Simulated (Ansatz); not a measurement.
## PBE against r2SCAN: Si, pressure −1 GPa

Base system: Si in the diamond structure (space group Fd-3m, No. 227; a = 5.4703 Å).

(Cell as relaxed with PBE.)

Levels (all Ansatz, a quantum-chemistry and plane-wave program, PAW): PBE (420 eV, no SOC); r2SCAN (500 eV, no spin-orbit coupling).

Each level relaxes its own structure.

```tsv
base	PBE	r2SCAN
volume per atom	20.46 Å³	20.17 Å³
lattice parameter a	5.470 Å	5.444 Å
band gap	0.61 eV	0.78 eV
```

Now apply this change: hydrostatic tension (pressure −1 GPa).

```tsv
quantity	PBE	r2SCAN
valley order (the lowest conduction-band minima on the path, energy above the VBM, named in the base's zone)	a point along ⟨100⟩, about 1.0 Å⁻¹ from Γ 0.63 eV; L along ⟨111⟩ 1.42 eV	[?]
shift of the gap caused by the change	+0.02 eV	[?]
```

Q: Given the PBE results, estimate those of r2SCAN.

A: 
- valley order (the lowest conduction-band minima on the path, energy above the VBM, named in the base's zone), r2SCAN: a point along ⟨100⟩, about 1.0 Å⁻¹ from Γ 0.79 eV; L along ⟨111⟩ 1.80 eV
- shift of the gap caused by the change, r2SCAN: +0.02 eV

Both order the valleys alike; the two agree on the shift of the gap caused by the change. Neither level is exact; r2SCAN is the comparison here, not a measurement.

Load acts through the strain it causes; cell and atoms are relaxed under it. Whether these cells are dynamically stable was not tested.
